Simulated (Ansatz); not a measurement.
Start from TeO$_{2}$ in the fluorite structure (space group Fm-3m, No. 225; a = 5.3234 Å; a hypothetical phase, not in the database extracts checked).

One thing is altered: a hydrostatic pressure of 45 GPa.

Levels (all Ansatz, an electronic-structure program, PAW, earlier PAW set): PBEsol (420 eV, no spin-orbit coupling); r2SCAN (500 eV, without spin-orbit coupling).

The geometry is relaxed with PBEsol.

| Property | Value |
|---|---|
| PBEsol pressure | 45.00 GPa |
| PBEsol band gap | 0.45 eV |
| PBEsol hole mass | 0.73 mₑ along k, 1.1 mₑ across (at L) |
| PBEsol width of the top valence band | 4.64 eV |

Predict the pressure, band gap, hole mass and width of the top valence band from r2SCAN.

The pressure goes up by 2.97 GPa, from 45.00 GPa to 47.97 GPa; the band gap grows by 0.29 eV, from 0.45 eV to 0.74 eV; the hole mass goes from 0.73 mₑ along k, 1.1 mₑ across (at L) to 0.69 mₑ along k, 1.1 mₑ across (at L); the width of the top valence band increases by 0.33 eV to 4.97 eV.

Single points use the geometry relaxed with PBEsol. Their cutoffs differ, which shifts pressures a little. Spin-orbit coupling, missing from the scalar runs, can matter with Te. Load acts through the strain it causes; cell and atoms are relaxed under it. Effective masses come from finite differences of ±0.01 Å⁻¹. Along k means along the line from Γ to the band edge. Whether these cells are dynamically stable was not tested. Competing high-pressure phases were not computed.
